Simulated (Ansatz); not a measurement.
An Ansatz (a quantum-chemistry and plane-wave program) input (DFT with r2SCAN, PAW potentials and a 500 eV plane-wave cutoff in Ansatz, no spin-orbit coupling, earlier PAW set):

Ansatz 0.2 input:
```yaml
crystal:
  lattice:
    - [2.8880295047, 0, 0]
    - [1.4440147524, 2.501106918, 0]
    - [0, 0, 2.8480421691]
  atoms:
    - { symbol: W, position: [0, 0, 0] }
    - { symbol: C, position: [0.6666666667, 0.6666666667, 0.5] }
basis: { ecutwfc: 500, ecutrho_ratio: 4, xc_grid: 4, fft_grid_basis: typed }
kpoints: { mp_grid: { grid: [23, 23, 20] } }
hamiltonian:
  xc: r2scan
  dispersion: none
  pseudopotentials: { azcp: { folder: ./paw }, kind: paw }
scf: { occupations: { method: fermi_dirac, width: 0.1 } }
relax: { f_tol: 0.005, max_steps: 50, cell: { stress_tol: 0.01, fix: [a, b, gamma] } }
output: { forces: true, stress: true }
checkpoint: { write: state.ck, write_every: 1000 }
```

Which symmetry and how many k-points will the program report, and about how many plane waves at Γ?

Space group P-6m2 (ITA 187) with 12 operations, k-points 616 of 10580, and 527 plane waves at Γ.

And the final pressure?

5.45 GPa (compression positive).

The cells carry an imposed strain or load. No phonon test of stability was made. All final runs are without spin polarisation. The cell was made from WC (space group P-6m2, No. 187) by this change: biaxial strain −0.86 %, plane normal [001], relaxed out of plane.
